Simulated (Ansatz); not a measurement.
Output of an Ansatz run (abridged):

```
WARN ansatz: RAYON_NUM_THREADS=1 ignored (pool sized by the plan → 1); use --threads N
Pseudopotentials: kind: paw
Pseudopotential: Lu, paw, valence charge 25
Pseudopotential: Zn, paw, valence charge 12
Pseudopotential: Te, paw, valence charge 16
Crystal: 14 atoms, lattice volume = 435.693 Å³
Basis set: ecut = 420 eV, 8609 PW (Γ), exchange–correlation on 120×120×120 points (8 copies of the dense FFT grid, shifted against one another)
Bands: 152, of which v1, the nominal top of the filled ones, is band 126 counted from 1 (125 counted from 0)
Symmetry: 48 space group operations
Space group: Fd-3m (ITA 227), of the structure as read, at distance tolerance 7.6e-5 Å
k-points: 4 of 27
Initial density: superposition of atomic densities (neutral atoms: chi_scale 0, normalization atom), corrected by the library's trained network
Initial wavefunctions: pseudopotential atomic-orbital guess
Eigensolver: davidson
Functional: x = pbe(κ = 0.804, μ = 0.2195149727645171), c = pbe(β = 0.06672455060314922)
SCF iter   1: F=—  HF=-121419.675814 eV  |F-HF|=—  |Δ(HF+E_count)|=         —  Δρ=9.77e-4  dr2=6.41e-3  ethr=1.77e-3  ⟨swp⟩=7.8  Hψ=2571  notcnv=0  defer=4
all-band conjugate gradients solve this SCF's bands
preconditioner: auto → Resta (q_TF=auto, 2.490 Å⁻¹)
SCF iter   2: F=—  HF=-121419.668728 eV  |F-HF|=—  |Δ(HF+E_count)|=   7.09e-3  S|Δr|=    0.00e0  Δρ=5.90e-4  dr2=1.99e-3  ethr=2.54e-6  ⟨swp⟩=3.2  Hψ=1724  notcnv=0  defer=6
SCF iter   3: F=—  HF=-121419.669866 eV  |F-HF|=—  |Δ(HF+E_count)|=   1.14e-3  S|Δr|=    0.00e0  Δρ=3.61e-4  dr2=6.06e-4  ethr=7.90e-7  ⟨swp⟩=2.0  Hψ=1035  notcnv=0  defer=6
SCF iter   4: F=—  HF=-121419.669452 eV  |F-HF|=—  |Δ(HF+E_count)|=   4.14e-4  S|Δr|=    0.00e0  Δρ=1.13e-4  dr2=8.52e-5  ethr=2.41e-7  ⟨swp⟩=3.0  Hψ=1424  notcnv=0  defer=6
SCF iter   5: F=—  HF=-121419.669876 eV  |F-HF|=—  |Δ(HF+E_count)|=   4.24e-4  S|Δr|=    0.00e0  Δρ=5.19e-5  dr2=2.37e-5  ethr=3.38e-8  ⟨swp⟩=2.0  Hψ=916  notcnv=0  defer=6
SCF iter   6: F=—  HF=-121419.669888 eV  |F-HF|=—  |Δ(HF+E_count)|=   1.23e-5  S|Δr|=    0.00e0  Δρ=4.06e-5  dr2=5.74e-6  ethr=9.42e-9  ⟨swp⟩=2.0  Hψ=1035  notcnv=0  defer=6
SCF iter   7: F=—  HF=-121419.669887 eV  |F-HF|=—  |Δ(HF+E_count)|=   1.18e-6  S|Δr|=    0.00e0  Δρ=1.34e-5  dr2=1.24e-6  ethr=2.28e-9  ⟨swp⟩=2.0  Hψ=970  notcnv=0  defer=6
SCF iter   8: F=—  HF=-121419.669888 eV  |F-HF|=—  |Δ(HF+E_count)|=   1.46e-6  S|Δr|=    0.00e0  Δρ=4.82e-6  dr2=1.88e-7  ethr=4.92e-10  ⟨swp⟩=2.0  Hψ=923  notcnv=0  defer=6
SCF iter   9: F=-121419.669889 eV  HF=-121419.669889 eV  |F-HF|=1.25e-8  |Δ(HF+E_count)|=   3.64e-7  S|Δr|=    0.00e0  Δρ=1.77e-6  dr2=1.57e-8  ethr=3.97e-11  ⟨swp⟩=13.2  Hψ=4106  notcnv=0
SCF 1 converged in 9 iterations: F = -121419.669889 eV  dr2 = 1.57e-8
SCF converged after 9 iterations
Stability not checked (fill_not_monotonic)
Free energy (F): -121419.669889 eV
Harris-Foulkes:  -121419.669889 eV  (|F-HF|=1.25e-8)
Internal energy: -121419.675620 eV  (E = F + TS)
E sigma→0 (E₀):  -121419.671799 eV
Entropy (-TS):   0.005732 eV (0.409 meV/atom)
Fermi energy:    9.166988 eV
Step filling:    the computed levels leave a gap of 0.0000 eV = 0.0 smearing widths
--- Per-component energies (eV) ---
  E_band       = -2362.087642
  E_kinetic    = 3405.043363
  E_local      = -48972.369752  (includes V_loc(G=0)·N_el)
  E_nonlocal   = 1058.517798
  E_hartree    = 23285.302057
  E_xc         = -2150.896506
  E_vxc        = -1982.945195  (∫ρ·V_xc dr)
  E_paw        = -70461.095001  (= ΣΔE_a)
  E_vpaw       = -2440.944728  (= ΣTr[D̂ρ^β])
  E_aug_tail   = -0.002033  (compensation charges beyond the density's cutoff)
  E_ewald      = -27584.175546
  E_smearing   = 0.005732  (= −TS)
  E_closure    = 0.000000  (closes the sum)
  Σ components = -121419.669889   (vs F -121419.669889, Δ=0.00e0)
--- Forces (eV/Å), atoms counted from 1 ---
  atom   1  Lu     0.00000000    -0.00000000    -0.00000000
  atom   2  Lu     0.00000000    -0.00000000    -0.00000000
  atom   3  Lu     0.00000000     0.00000000    -0.00000000
  atom   4  Lu     0.00000000    -0.00000000     0.00000000
  atom   5  Zn    -0.00000000     0.00000000    -0.00000000
  atom   6  Zn    -0.00000000    -0.00000000     0.00000000
  atom   7  Te     1.34480652     1.34480652     1.34480652
  atom   8  Te     1.34480652    -1.34480652    -1.34480652
  atom   9  Te    -1.34480652     1.34480652    -1.34480652
  atom  10  Te    -1.34480652    -1.34480652     1.34480652
  atom  11  Te    -1.34480652    -1.34480652    -1.34480652
  atom  12  Te    -1.34480652     1.34480652     1.34480652
  atom  13  Te     1.34480652    -1.34480652     1.34480652
  atom  14  Te     1.34480652     1.34480652    -1.34480652
  max |Σ_I F_I| component: 8.88e-16 eV/Å
--- Stress (GPa, compression-positive) ---
        6.377565       0.000000       0.000000
       -0.000000       6.377565       0.000000
       -0.000000      -0.000000       6.377565
  P = ⅓ Tr σ = 6.3776 GPa (63.776 kbar)
  The stress holds the Pulay correction. Without it, at fixed plane waves, as pw.x and ABINIT print it: P = 6.3398 GPa
--- Band table (eV) ---
  k-point 0: bands = ["-46.8368", "-46.8358", "-46.8358", "-46.8358", "-26.9604", "-26.9591", "-26.9569", "-26.9569", "-26.9569", "-26.9562", "-26.9562", "-26.9562", "-26.9479", "-26.9479", "-26.9479", "-26.9478", "-26.9478", "-26.9461", "-26.9461", [...]
  k-point 1: bands = ["-46.8367", "-46.8360", "-46.8358", "-46.8358", "-26.9601", "-26.9592", "-26.9570", "-26.9567", "-26.9567", "-26.9563", "-26.9563", "-26.9562", "-26.9479", "-26.9479", "-26.9475", "-26.9475", "-26.9475", "-26.9464", "-26.9464", [...]
  k-point 2: bands = ["-46.8366", "-46.8361", "-46.8358", "-46.8358", "-26.9600", "-26.9593", "-26.9569", "-26.9568", "-26.9568", "-26.9565", "-26.9563", "-26.9563", "-26.9479", "-26.9479", "-26.9474", "-26.9474", "-26.9472", "-26.9465", "-26.9465", [...]
  k-point 3: bands = ["-46.8365", "-46.8362", "-46.8358", "-46.8358", "-26.9597", "-26.9594", "-26.9570", "-26.9567", "-26.9566", "-26.9565", "-26.9564", "-26.9563", "-26.9480", "-26.9479", "-26.9472", "-26.9471", "-26.9469", "-26.9467", "-26.9467", [...]
```

The structure:

```
CELL_PARAMETERS angstrom
      0.00000     6.01705     6.01705
      6.01705     0.00000     6.01705
      6.01705     6.01705     0.00000
ATOMIC_POSITIONS crystal
  Lu 0.12500 0.12500 0.12500
  Lu 0.62500 0.12500 0.12500
  Lu 0.12500 0.62500 0.12500
  Lu 0.12500 0.12500 0.62500
  Zn 0.75000 0.75000 0.75000
  Zn 0.50000 0.50000 0.50000
  Te 0.36260 0.36260 0.36260
  Te 0.91220 0.36260 0.36260
  Te 0.36260 0.91220 0.36260
  Te 0.36260 0.36260 0.91220
  Te 0.88740 0.88740 0.88740
  Te 0.33780 0.88740 0.88740
  Te 0.88740 0.33780 0.88740
  Te 0.88740 0.88740 0.33780
```

Task: What input produced this log?

Result: Other spellings and defaults could give the same log, and not every line can be read from it. The input that was run (DFT, PBE, plane waves, default PAW files):

Ansatz 0.2 input:
```yaml
# Lu2ZnTe4
crystal:
  lattice:
    - [0.00000000, 6.01705100, 6.01705100]
    - [6.01705100, 0.00000000, 6.01705100]
    - [6.01705100, 6.01705100, 0.00000000]
  atoms:
    - { symbol: Lu, position: [0.12500000, 0.12500000, 0.12500000] }
    - { symbol: Lu, position: [0.62500000, 0.12500000, 0.12500000] }
    - { symbol: Lu, position: [0.12500000, 0.62500000, 0.12500000] }
    - { symbol: Lu, position: [0.12500000, 0.12500000, 0.62500000] }
    - { symbol: Zn, position: [0.75000000, 0.75000000, 0.75000000] }
    - { symbol: Zn, position: [0.50000000, 0.50000000, 0.50000000] }
    - { symbol: Te, position: [0.36260000, 0.36260000, 0.36260000] }
    - { symbol: Te, position: [0.91220000, 0.36260000, 0.36260000] }
    - { symbol: Te, position: [0.36260000, 0.91220000, 0.36260000] }
    - { symbol: Te, position: [0.36260000, 0.36260000, 0.91220000] }
    - { symbol: Te, position: [0.88740000, 0.88740000, 0.88740000] }
    - { symbol: Te, position: [0.33780000, 0.88740000, 0.88740000] }
    - { symbol: Te, position: [0.88740000, 0.33780000, 0.88740000] }
    - { symbol: Te, position: [0.88740000, 0.88740000, 0.33780000] }
basis:
  ecutwfc: 420.0
kpoints:
  mp_grid: { grid: [3, 3, 3] }
hamiltonian:
  xc: pbe
  pseudopotentials: { kind: paw }
scf:
  occupations: { method: cold, width: 0.136 }
output:
  forces: true
  eigenvalues: true
  stress: true
```

The starting cell was generated: these elements placed on a structure prototype, without a prior relaxation; it need not be a known phase or ordering of this composition. Spin-orbit coupling is off. With a pressure of about 6 GPa the cell is away from its equilibrium volume at this level. Forces in this geometry exceed 1 eV/Å. Ansatz's pressure includes its estimate of the finite-basis (Pulay) stress. The run gives no clean gap (levels at the Fermi energy touch, overlap or are partly filled at this smearing), which alone does not show that the compound is a metal.

Ansatz is a program for electronic structure.
